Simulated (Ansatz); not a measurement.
# ZnS, pressure series

Take ZnS in the wurtzite structure (space group P6_3mc, No. 186) as the base.

```
CELL_PARAMETERS angstrom
      3.84528     0.00000     0.00000
     -1.92264     3.33011     0.00000
      0.00000     0.00000     6.30521
ATOMIC_POSITIONS crystal
  Zn 0.33333 0.66667 0.00023
  Zn 0.66667 0.33333 0.50023
  S  0.33333 0.66667 0.37477
  S  0.66667 0.33333 0.87477
```

Cell and atoms are relaxed at each pressure.

Calculations: PBE (Ansatz, an electronic-structure program), scalar-relativistic without spin-orbit coupling.

Computed cases, in order: pressure −2 GPa; pressure −1 GPa; 0 GPa (base); pressure 0.9 GPa; pressure 2.1 GPa; pressure 4.5 GPa; pressure 9 GPa; pressure 15 GPa; pressure 22.5 GPa; pressure 30 GPa.

Between which two neighbouring cases does the gap turn between direct and indirect?

Between pressure 22.5 GPa (2.98 eV, direct at Γ) and pressure 30 GPa (3.10 eV, indirect, Γ → L–M (33 % along)). The whole series: pressure −2 GPa: 1.95 eV, direct at Γ; pressure −1 GPa: 2.01 eV, direct at Γ; 0 GPa (base): 2.08 eV, direct at Γ; pressure 0.9 GPa: 2.13 eV, direct at Γ; pressure 2.1 GPa: 2.20 eV, direct at Γ; pressure 4.5 GPa: 2.33 eV, direct at Γ; pressure 9 GPa: 2.53 eV, direct at Γ; pressure 15 GPa: 2.76 eV, direct at Γ; pressure 22.5 GPa: 2.98 eV, direct at Γ; pressure 30 GPa: 3.10 eV, indirect, Γ → L–M (33 % along).

Load acts through the strain it causes; cell and atoms are relaxed under it. Stability against distortions was not tested. Tetrahedral semiconductors of this kind turn to denser phases somewhere between about 1 and 50 GPa; those were not computed, so compressed cells here can lie past the real transition.
